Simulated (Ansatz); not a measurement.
**TiO2: stress against strain**

TiO2 (anatase, I4_1/amd, 11.666 Å³/atom and stress up to 0.01 GPa in the relaxed cell, c along z) under a strain ε along c (axis z), the other axes held. PBE in Ansatz, a plane-wave DFT program (PAW, default set), 420 eV, 12×12×12 Γ-centred mesh, Fermi-Dirac smearing 0.05 eV; ions are relaxed, or left where forces stay under 0.02 eV/Å, within the symmetry of each cell. Stress is positive for a compressed cell.

Here s stands for strain and y for stress zz.

```
strain (%)  stress zz (GPa)
----------  ---------------
-1.20                  2.34
-0.60                  1.15
0.00                   0.00
0.60                  -1.12
1.20                  -2.22
3.00                      ?
```

### Question
Fit y against s with a straight line, and predict the withheld value at s = 3.00.

### Answer
Means: s 0, y 0.030. About the means, the sum of products is -6.8340 and the sum of squares of s is 3.6000; the slope is their ratio. Least squares gives y = 0.030 - 1.8983·s. Residuals (row less fit): 0.032, -0.019, -0.030, -0.011, 0.028; standard error 0.033 (degrees of freedom: 3). The slope gives the elastic constant C33 = 190 ± 2 GPa (± standard error of the fit, which holds the terms cut off). At the withheld row, y = 0.030 - 1.8983 × 3.0 = -5.665 GPa. The calculation gives -5.53 GPa, 0.135 GPa above the prediction (1.7 % of the range of y in the table). The row lies outside the fitted rows, so this is an extrapolation. From the scatter of the fitted rows alone, a prediction at this place has a standard error of 0.063 GPa, so the miss is 2.1 times that.

A polynomial of degree 2 through the 10 other runs of the series gives -5.54 there, so most of the miss is curvature that the fit leaves out. The primitive cell can neither tilt nor turn polar against its symmetry, as such crystals can under strain. TiO2 is here one of several forms; rutile is the usual stable one. Rows are the converged runs of the series near zero and its far end; series whose fitted rows scatter by over a few per cent of the range, as at a crossing or softening among them, aren't shown in this form, nor equations of state whose B0' disagrees with the runs' pressures. Most that stay on the fit to the last digits aren't either.
